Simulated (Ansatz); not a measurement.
**How the lattice constant a of PdTe (model structure, started from the CsCl type, Pm-3m, No. 221, 2 atoms in the cell) moves with the method**

No measured value is used here.

```
level (code)           value (Å)
---------------------  ---------
LDA (Ansatz)               3.366
PBE (Ansatz)               3.448
PBEsol (Ansatz)                ?
PBE-D3(BJ) (Ansatz)        3.398
r²SCAN (Ansatz)                ?
r²SCAN+rVV10 (Ansatz)      3.422
```

Q: What belongs in the gaps?

A: 
- PBEsol (Ansatz, an electronic-structure program), value (Å): 3.392
- r²SCAN (Ansatz), value (Å): 3.439

PBE-D3(BJ): a distance lies near a switch of the dispersion term, which can move the cell. Cutoffs differ between the levels. Ansatz's density-functional and Hartree–Fock values are scalar-relativistic unless marked +SOC, with PAW data made under PBE.

A model structure was made by putting elements into a prototype or built by hand; it is no filed structure, need not be a known phase, and can be a saddle point held by its symmetry.
